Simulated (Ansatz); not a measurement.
Start from PbS in the rock salt structure (space group Fm-3m, No. 225; a = 5.975 Å).

The values are results of r2SCAN (Ansatz, a program for electronic structure, PAW, without spin-orbit coupling), earlier PAW set, not measurements.

Base values:

| Quantity | Result |
|---|---|
| Pressure | 0.00 GPa |
| Width of the top valence band | 3.45 eV |
| Valley order | L along ⟨111⟩ 0.70 eV; a point along ⟨110⟩, about 0.6 Å⁻¹ from Γ 1.59 eV |

The change: an isotropic linear strain of +0.79 %, atoms relaxed at fixed cell.

Question: How does this affect the pressure?

Answer: The pressure goes from zero to -1.30 GPa.

Question: Estimate the effect on the width of the top valence band.

Answer: The width of the top valence band drops by 0.18 eV (3.45 eV → 3.27 eV).

Question: Estimate the effect on the mean gap deformation potential ΔEg/Δln V.

Answer: The mean gap deformation potential ΔEg/Δln V comes out as +3.5 eV.

Question: How does this affect the valley order?

Answer: The valley order (the lowest conduction-band minima on the path, energy above the VBM, named in the base's zone) changes from L along ⟨111⟩ 0.70 eV; a point along ⟨110⟩, about 0.6 Å⁻¹ from Γ 1.59 eV to L along ⟨111⟩ 0.78 eV; a point along ⟨110⟩, about 0.6 Å⁻¹ from Γ 1.65 eV.

With Pb present, leaving out spin-orbit coupling can change the band edges. No phonon test of stability was made.
